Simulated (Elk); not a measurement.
Band structure of TbFeSi (P4/nmm, 6 atoms in the cell).

```
TbFeSi
1.0
    4.09878     0.00000     0.00000
    0.00000     4.09878     0.00000
    0.00000     0.00000     6.52623
Tb Fe Si
2 2 2
Direct
  0.00000   0.50000   0.31223
  0.50000   0.00000   0.68777
  0.00000   0.00000   0.00000
  0.50000   0.50000   0.00000
  0.00000   0.50000   0.82332
  0.50000   0.00000   0.17668
```
Moments meant for the start (each program seeds them in its own way; μB, in the order of the atoms Tb Tb Fe Fe Si Si): 6.0 6.0 0.0 0.0 0.0 0.0.

Level of theory: PBEsol, all-electron FP-LAPW, Elk's shipped species files, APW+lo basis with extra local orbitals (Elk).

Settings: xctype = 22; spinpol = true; rgkmax = 7.5; swidth = 0.00183747 Ha; ngridk = 5 5 3; reducebf = 0.5; gmaxvr = 14 1/bohr; nxlo = 2; lorbcnd = true; rmtscf = 0.9; lmaxi = 3; nempty = 8 per atom; maxscl = 100.

The starting cell comes from a database of computed structures (which also holds hypothetical and non-ambient phases and stackings), without a prior relaxation at this level. Its lattice was rescaled by a random factor within 2.5 % of one. Spin-orbit coupling is off. The magnetic order is the one reached from the typed start; others were not searched systematically. With U or open f shells several self-consistent states can exist. The f electrons are in the valence without U or exact exchange, which can misplace them near the Fermi level. Spin-orbit terms, which matter for f shells, are left out. Values depend on the basis (sphere radii, cutoffs, local orbitals), which need not be converged.

Levels in eV from the Fermi level, bands 42 to 49 of the first spin channel:
```csv
point,42,43,44,45,46,47,48,49
Γ,-0.54,-0.43,-0.32,0.35,0.54,1.03,1.29,2.58
X,-1.59,-0.87,-0.87,-0.37,-0.37,1.06,1.06,2.57
M,-1.26,-0.63,-0.63,-0.57,-0.57,0.07,0.07,0.71
Z,-0.45,-0.45,-0.32,-0.05,0.35,1.07,1.74,1.85
R,-1.21,-0.99,-0.99,0.48,0.48,0.62,0.62,1.82
A,-1.02,-0.58,-0.58,-0.48,-0.48,0.20,0.20,0.68
```

Bands cross the Fermi level along this path, so the cell is metallic at this level.

The net moment of the cell came out as 12.24 μB.
